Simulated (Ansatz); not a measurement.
For GePt (model structure, started from the CoSn type, P6/mmm, No. 191, 6 atoms in the cell), LDA (plane waves, PAW; Ansatz, a program for electronic structure) gives:

```
Item                      Result
------------------  ------------
lattice constant a       5.572 Å
c axis length            3.932 Å
bulk modulus B0          158 GPa
cohesive energy     5.97 eV/atom
```

**Question.** What does r²SCAN (Ansatz, PAW) give for the same quantities?

**Answer.** 
- lattice constant a: 5.708 Å (increases by 2.4 %)
- lattice parameter c: 3.879 Å (shrinks by 1.3 %)
- bulk modulus: 143 GPa (decreases by 9.5 %)
- cohesive energy: 4.85 eV/atom (drops by 1.12 eV/atom)

Changes are worked out from the printed values.

Unless a cell is named, each level is at its own relaxed cell (LDA 17.62, r²SCAN 18.24 Å³/atom).

Levels without +SOC leave out spin–orbit coupling, which shifts energies and cells of such heavy elements.

The crystal itself was run without spin with LDA, r²SCAN; a magnetic state was not tried in these runs.

Caveats: the bulk modulus is −V dP/dV from two relaxed cells at ±2 % in volume (LDA, r²SCAN). Ansatz's density-functional and Hartree–Fock values are scalar-relativistic unless marked +SOC, with PAW data made under PBE.

A model structure was made by putting elements into a prototype or built by hand; it is no filed structure, need not be a known phase, and can be a saddle point held by its symmetry.
